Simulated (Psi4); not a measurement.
Psi4 1.11, B3LYP/def2-tzvp: Mo(OH)3(H)3 ([OH][MoH3]([OH])[OH]), 10 atoms. The geometry is a generated start, not checked to be a minimum at this level.

```yaml
task: energy
method: b3lyp
basis: def2-tzvp
memory: 3 GB
maxiter: 100
keys_of_the_molecule_block: symmetry c1
scf_type: df (default)
e_convergence: 1e-06 (default)
d_convergence: 1e-06 (default)
dft_radial_points: 75 (default)
dft_spherical_points: 302 (default)
effective_core_potentials: those of the basis set, past Kr
basis_functions: 169
grid_points: 217058
```

```xyz
10

Mo     0.1699    -0.2008     0.1184
O     -1.5848    -0.4655     0.0153
H     -2.4653    -0.8398     0.0747
O      0.1285     1.4264     0.8228
H      0.2586     2.1976     1.3790
O      0.4528     0.2679    -1.5688
H      0.7942     0.3440    -2.4612
H      0.3580    -1.7660    -0.3603
H      0.0845    -0.7887     1.6551
H      1.8036    -0.1751     0.3250
```

Charge 0 and multiplicity 1 are set for this test and not shown to be the ground state.

With the defaults (diis = true, scf_initial_accelerator = adiis, damping_percentage = 0, diis_max_vecs = 10, guess = auto, which took SAD, soscf = false, soscf_start_convergence = 0.01) it converges in 11 SCF iterations. One run each on 2 threads, with these changes:
- diis_max_vecs = 6
- diis_max_vecs = 20
- diis = false, scf_initial_accelerator = none, damping_percentage = 60
- diis_max_vecs = 3
- damping_percentage = 20
- guess = sapgau
- guess = sap
- scf_initial_accelerator = ediis
- soscf = true, soscf_start_convergence = 0.001

**Question.** Which of these changes keep the SCF from converging, or lead it to another solution?

**Answer.** No convergence: diis = false, scf_initial_accelerator = none, damping_percentage = 60 (the run ends without SCF convergence in 100 iterations). The rest reach the solution of the defaults.

| setting | SCF iterations | JK calls | end |
|---|---|---|---|
| soscf = true, soscf_start_convergence = 0.001 | 9 | 25 | same solution |
| the defaults | 11 | 12 | same solution |
| diis_max_vecs = 6 | 11 | 12 | same solution |
| scf_initial_accelerator = ediis | 11 | 12 | same solution |
| diis_max_vecs = 20 | 11 | 12 | same solution |
| guess = sap | 15 | 15 | same solution |
| guess = sapgau | 15 | 15 | same solution |
| damping_percentage = 20 | 20 | 21 | same solution |
| diis_max_vecs = 3 | 65 | 66 | same solution |
| diis = false, scf_initial_accelerator = none, damping_percentage = 60 | 100 | 101 | no convergence |

An SOSCF iteration holds several JK calls; a Hückel guess adds calls on atoms. 1 further run of the study ended by our limits or in an error and is left out.
